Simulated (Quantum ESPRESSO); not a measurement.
A user runs Quantum ESPRESSO on K3Rb (P6_3/mmc, 8 atoms in the cell) and asks whether the run is sound. The aim is a self-consistent single point with DFT, PBEsol, plane waves, PseudoDojo standard norm-conserving (PBESOL) pseudopotentials.

Cell that was meant: a = 9.7138 Å, b = 9.7138 Å, c = 7.9217 Å, α = 90.00°, β = 90.00°, γ = 120.00°.

Part of the input:

```fortran
/
&SYSTEM
 ibrav = 0
 nat = 9
 ntyp = 2
 ecutwfc = 75
 occupations = 'smearing'
[...]
K     39.0983  K.upf
Rb    85.4678  Rb.upf
ATOMIC_POSITIONS {bohr}
K     4.5426776901    2.6227163282   11.2273825811
K     4.6355614704   13.2744610761    3.7424608604
K     0.0000000000    5.2454326563    3.7424608604
K     9.1782391606   10.6517447479   11.2273825811
K    13.8138006310    2.6227163282   11.2273825811
K    -4.6355614704   13.2744610761    3.7424608604
Rb    9.1782483388    5.2990538357    3.7424608604
Rb   -0.0000091782   10.5981235685   11.2273825811
K     0.0827510043    4.8834221324    3.6721475057
K_POINTS {automatic}
2 2 2  0 0 0
CELL_PARAMETERS {angstrom}
   9.7138300000     0.0000000000     0.0000000000
  -4.8569150000     8.4124240000     0.0000000000
   0.0000000000     0.0000000000     7.9217000000
```

Output, abridged:

```
     G-vector sticks info
     --------------------
     sticks:   dense  smooth     PW     G-vecs:    dense   smooth      PW
   [... lines left out ...]
        k(    5) = (   0.5000000  -0.2886751   0.0000000), wk =   0.2500000
        k(    6) = (  -0.5000000  -0.2886751   0.0000000), wk =   0.2500000
        k(    7) = (   0.5000000  -0.2886751  -0.6131152), wk =   0.2500000
        k(    8) = (  -0.5000000  -0.2886751  -0.6131152), wk =   0.2500000

     Dense  grid:   383391 G-vectors     FFT dimensions: ( 108, 108,  90)

     Initial potential from superposition of free atoms

     starting charge      80.8192, renormalised to      81.0000
     Self-consistent Calculation

     iteration #  1     ecut=    75.00 Ry     beta= 0.50

     total energy              =    -234.05753235 Ry
     estimated scf accuracy    <      45.09640897 Ry

     iteration #  2     ecut=    75.00 Ry     beta= 0.50

     total energy              =    -234.77353302 Ry
     estimated scf accuracy    <      32.59824347 Ry

     iteration #  3     ecut=    75.00 Ry     beta= 0.50

     total energy              =    -246.43955240 Ry
     estimated scf accuracy    <       5.40812207 Ry

   [... 12 blocks of this kind left out ...]

     iteration # 16     ecut=    75.00 Ry     beta= 0.50

     total energy              =    -246.30073168 Ry
     estimated scf accuracy    <       0.00000011 Ry

     iteration # 17     ecut=    75.00 Ry     beta= 0.50
     End of self-consistent calculation

     the Fermi energy is     1.7154 ev

!    total energy              =    -246.30073169 Ry
     estimated scf accuracy    <          5.7E-09 Ry
     smearing contrib. (-TS)   =      -0.01467536 Ry
     internal energy E=F+TS    =    -246.28605633 Ry

     convergence has been achieved in  17 iterations

     Forces acting on atoms (cartesian axes, Ry/au):

     atom    1 type  1   force =     0.00090732   -0.00086622    0.00027300
     atom    2 type  1   force =     0.00058979    0.00040857   -0.00000814
     atom    3 type  1   force =  -230.90801795 1010.14592353  196.20090068
     atom    4 type  1   force =    -0.00010627    0.00003223    0.00000635
   [... lines left out ...]

     Total force =  1491.447368     Total SCF correction =     0.000190

          total   stress  (Ry/bohr**3)                   (kbar)     P=     4464.74
   0.00430629  -0.01914021  -0.00371753          633.48    -2815.62     -546.87
  -0.01914021   0.08366540   0.01626318        -2815.62    12307.61     2392.40
  -0.00371753   0.01626318   0.00308039         -546.87     2392.40      453.14

   JOB DONE.
```

### Question
Is anything amiss in this input, and did it matter?

### Answer
The run is not sound. The fault is one atom entered twice. Two nuclei at or near one point give a huge ion-ion repulsion and overlapping cores, and the electron count is too high as well. To fix it, remove the duplicate atom. The run converged in 17 iterations without an error; against the sound input the pressure goes from -0.21 to 446.5 GPa.

An input that runs soundly differs in these lines (not the only fix; some lines may just follow from the change or write a value another way):
```diff
- nat = 9
+ nat = 8
-K     4.5426776901    2.6227163282   11.2273825811
-K     4.6355614704   13.2744610761    3.7424608604
-K     0.0000000000    5.2454326563    3.7424608604
-K     9.1782391606   10.6517447479   11.2273825811
-K    13.8138006310    2.6227163282   11.2273825811
-K    -4.6355614704   13.2744610761    3.7424608604
-Rb    9.1782483388    5.2990538357    3.7424608604
-Rb   -0.0000091782   10.5981235685   11.2273825811
-K     0.0827510043    4.8834221324    3.6721475057
+K     4.5426778122    2.6227162577   11.2273825811
+K     4.6355615950   13.2744607195    3.7424608604
+K     0.0000000000    5.2454325154    3.7424608604
+K     9.1782394071   10.6517444618   11.2273825811
+K    13.8138010021    2.6227162577   11.2273825811
+K    -4.6355615950   13.2744607195    3.7424608604
+Rb    9.1782394071    5.2990589924    3.7424608604
+Rb    0.0000000000   10.5981179848   11.2273825811
-   9.7138300000     0.0000000000     0.0000000000
-  -4.8569150000     8.4124240000     0.0000000000
+   9.7138302609     0.0000000000     0.0000000000
+  -4.8569151305     8.4124237740     0.0000000000
```

With that input, the run converged in 8 iterations: free energy E − TS -6369.3862 eV; Fermi level (on the code's own zero) 1.74 eV; pressure -0.21 GPa; largest force (vector length) 0.003 eV/Å (DFT, PBEsol, plane waves, PseudoDojo standard norm-conserving (PBESOL) pseudopotentials).

On the sound input: the starting cell comes from a database of computed structures (which also holds hypothetical and non-ambient phases and stackings), without a prior relaxation at this level. Without a gap this mesh is coarse (it stands for a supercell whose shortest vector is 16 Å).
